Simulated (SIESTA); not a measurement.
Band structure of ZrIn₃ (I4/mmm, 4 atoms in the cell).

```yaml
crystal:
  lattice:
    - [-2.15006, 2.15006, 4.97804]
    - [2.15006, -2.15006, 4.97804]
    - [2.15006, 2.15006, -4.97804]
  atoms:
    - { symbol: Zr, position: [0.00000, 0.00000, 0.00000] }
    - { symbol: In, position: [0.25000, 0.75000, 0.50000] }
    - { symbol: In, position: [0.75000, 0.25000, 0.50000] }
    - { symbol: In, position: [0.50000, 0.50000, 0.00000] }
```

Level of theory: GGA PBEsol, numerical atomic orbitals DZP, PseudoDojo PBEsol standard norm-conserving potentials (rewritten from UPF to PSML) in SIESTA.

Settings: XC.functional = GGA; XC.authors = PBEsol; potentials = PseudoDojo PBEsol standard; PAO.BasisSize = DZP; PAO.EnergyShift = 0.01 Ry; MeshCutoff = 300 Ry; kgrid.MonkhorstPack = 7 7 7; OccupationFunction = FD; ElectronicTemperature = 1160.45 K; MaxSCFIterations = 150; SCF.Mixer.Method = Pulay; SCF.Mixer.Weight = 0.25; SCF.Mixer.History = 8; SCF.DM.Tolerance = 1.0E-05.

The starting cell comes from a database of computed structures (which also holds hypothetical and non-ambient phases and stackings), without a prior relaxation at this level. Its lattice was rescaled by a random factor within 2.5 % of one. Values carry the incompleteness of an atom-centred basis.

Levels in eV from the Fermi level, bands 23 to 28:
```tsv
point	23	24	25	26	27	28
Γ	-1.17	-1.17	-1.11	-0.08	1.31	1.91
X	-3.29	-2.32	-2.26	-1.03	1.95	2.00
Y	-3.12	-2.12	-1.57	-0.91	1.46	2.14
S	-1.16	-0.87	-0.57	0.61	0.80	1.57
Z	-0.93	-0.93	-0.20	0.97	0.97	1.31
S1	-1.16	-0.87	-0.57	0.61	0.80	1.57
N	-3.35	-1.18	-0.35	0.49	1.63	2.40
P	-3.77	-1.71	-1.71	-1.41	1.41	1.95
Y1	-3.12	-2.12	-1.57	-0.91	1.46	2.14
```

Bands cross the Fermi level along this path, so the cell is metallic at this level.

Higher empty bands are left out: an atom-centred basis made for the valence describes them poorly.
